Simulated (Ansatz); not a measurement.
For PbTe (model structure, started from the litharge type, P4/nmm, No. 129, 4 atoms in the cell), PBE (Ansatz, a quantum-chemistry and plane-wave program, plane waves, PAW) gives:

```
Quantity                               Value
------------------------------  ------------
equilibrium lattice constant a       5.671 Å
c axis length                        4.314 Å
cohesive energy                 2.89 eV/atom
```

Problem. What does r²SCAN+rVV10 (Ansatz, PAW) give for the same quantities?

Solution. 
- lattice constant a: 5.614 Å (falls by 1.0 %)
- lattice parameter c: 4.237 Å (decreases by 1.8 %)
- cohesive energy: 3.08 eV/atom (increases by 0.19 eV/atom)

Changes are worked out from the printed values.

Unless a cell is named, each level is at its own relaxed cell (PBE 34.68, r²SCAN+rVV10 33.38 Å³/atom).

Levels without +SOC leave out spin–orbit coupling, which shifts energies and cells of such heavy elements.

Ansatz's density-functional and Hartree–Fock values are scalar-relativistic unless marked +SOC, with PAW data made under PBE.

A model structure was made by putting elements into a prototype or built by hand; it is no filed structure, need not be a known phase, and can be a saddle point held by its symmetry.
